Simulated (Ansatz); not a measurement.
The reference is Pb in the fcc (Cu type) structure (space group Fm-3m, No. 225; a = 4.934 Å; relaxed with 0.1 eV smearing). Axes: x, y, z lie along the cube axes.

The values are results of DFT with PBEsol, PAW potentials and a 420 eV plane-wave cutoff in Ansatz (a program for electronic structure), scalar-relativistic without spin-orbit coupling, not measurements.

One thing is altered: the cell is compressed by 2.00 % along z with no lateral relaxation; the atoms relax in the strained cell.

Estimate the effect on the stress.

The stress (xx, yy, zz, yz, xz, xy; compression positive) comes out as (0.9, 0.9, 1.2, 0.0, 0.0, 0.0) GPa.

What happens to the energy relative to the base?

The energy increases by 2.2 meV/atom.

No phonon test of stability was made.
